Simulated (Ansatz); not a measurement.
Band structure of GaAs (F-43m, 2 atoms in the cell).

```
CELL_PARAMETERS angstrom
      0.00000     2.93460     2.93460
      2.93460     0.00000     2.93460
      2.93460     2.93460     0.00000
ATOMIC_POSITIONS crystal
  Ga 0.00000 0.00000 0.00000
  As 0.25000 0.25000 0.25000
```

Method of the run: PBE (plane waves, PAW; Ansatz, a program for electronic structure).

Settings: kpoints.mp_grid.grid = 7 7 7; hamiltonian.xc = pbe; hamiltonian.pseudopotentials = {kind: paw} (the program's default PAW files); scf.occupations.method = gaussian; scf.occupations.width = 0.0147 Ry; kpoints.band_path.npoints = 8.

The starting cell comes from a database of computed structures (which also holds hypothetical and non-ambient phases and stackings), without a prior relaxation at this level. Its lattice was rescaled by a random factor within 2.5 % of one. The run gives no clean gap (levels at the Fermi energy touch, overlap or are partly filled at this smearing), which alone does not show that the compound is a metal.

Levels in eV from the Fermi level, bands 11 to 17:
| point | 11 | 12 | 13 | 14 | 15 | 16 | 17 |
|---|---|---|---|---|---|---|---|
| Γ | -12.06 | -0.38 | -0.08 | -0.08 | -0.08 | 3.61 | 3.61 |
| X | -10.03 | -6.41 | -2.39 | -2.39 | 1.58 | 1.60 | 9.22 |
| W | -9.99 | -6.27 | -3.12 | -2.93 | 4.01 | 4.57 | 4.97 |
| K | -10.06 | -6.26 | -3.39 | -2.03 | 1.92 | 4.29 | 7.28 |
| L | -10.63 | -6.16 | -1.07 | -1.07 | 0.62 | 4.50 | 4.50 |
| U | -10.06 | -6.26 | -3.39 | -2.03 | 1.92 | 4.29 | 7.28 |

Bands cross the Fermi level along this path, so the cell is metallic at this level.

Keys are those of Ansatz 0.2.
